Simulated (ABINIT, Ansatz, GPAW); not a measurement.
# One structure in several programs: La₃Hg (I4/mmm, 4 atoms in the cell)

Self-consistent single point.

```
CELL_PARAMETERS angstrom
     -2.47086     2.47086     5.22091
      2.47086    -2.47086     5.22091
      2.47086     2.47086    -5.22091
ATOMIC_POSITIONS crystal
  La 0.75000 0.25000 0.50000
  La 0.25000 0.75000 0.50000
  La 0.50000 0.50000 0.00000
  Hg 0.00000 0.00000 0.00000
```

Shared settings, as Ansatz (a first-principles code) writes them: kpoints.mp_grid.grid = 2 2 2; scf.occupations.method = fermi_dirac; scf.occupations.width = 0.1 eV. Potentials and cutoffs stand in the table.

```json
[
 {"code": "GPAW", "model": "LDA (Perdew-Wang 92), GPAW PAW datasets LDA (gpaw-data 1.0.1)", "pressure (GPa)": "-4.26", "cutoff": "850 eV"},
 {"code": "Ansatz", "model": "LDA (PW92), PAW files made with PBE", "pressure (GPa)": "-4.51", "cutoff": "420 eV"},
 {"code": "ABINIT", "model": "LDA (PW92), PAW (JTH v2.0 LDA PAW)", "pressure (GPa)": "-4.36", "cutoff": "26 Ha"}
]
```

On Ansatz's run: spin-orbit coupling is off.

The spread over the programs that give each value: pressure within 0.25 GPa.

Ansatz's pressure is given at a fixed set of plane waves, as the other plane-wave codes print theirs.

On the base mesh (7 7 7) the same programs gave: Ansatz pressure -4.41 GPa; ABINIT pressure -4.25 GPa; GPAW pressure -4.16 GPa.

The starting cell comes from a database of computed structures (which also holds hypothetical and non-ambient phases and stackings), without a prior relaxation at this level. Its lattice was rescaled by a random factor within 2.5 % of one.

Left out of this page: FLEUR (with a known weakness of the program).

Keys are those of Ansatz 0.2.
